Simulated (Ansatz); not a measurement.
## Ni3InN (Pm-3m, No. 221, 5 atoms in the cell; start mp-1070713)

Computed with LDA in Ansatz (plane waves, PAW).

Settings: plane-wave cutoff 520 eV, 14×14×14 k mesh, Fermi–Dirac smearing 0.05 eV, no spin polarisation, scalar-relativistic PAW data made under PBE.

Cell (relaxed at this level):

```yaml
crystal:
  lattice:
    - [3.77879, 0.00000, 0.00000]
    - [0.00000, 3.77879, 0.00000]
    - [0.00000, 0.00000, 3.77879]
  atoms:
    - { symbol: In, position: [0.00000, 0.00000, 0.00000] }
    - { symbol: Ni, position: [0.50000, 0.50000, 0.00000] }
    - { symbol: Ni, position: [0.00000, 0.50000, 0.50000] }
    - { symbol: Ni, position: [0.50000, 0.00000, 0.50000] }
    - { symbol: N, position: [0.50000, 0.50000, 0.50000] }
```

- bulk modulus B0 = 230 GPa

Note: the run has no spin polarisation, so it can have missed a magnetic state; the bulk modulus is −V dP/dV from two relaxed cells at ±2 % in volume; the relaxation could not lower the start's symmetry, so the cell can be a saddle point above a distorted one.

Spin–orbit coupling is not included; it can open a gap where bands touch, and shift volumes and moduli.

Static lattice: no zero-point or thermal effects.

A start named mp-… is a Materials Project structure, which need not be a measured phase.

Ansatz is a first-principles code.
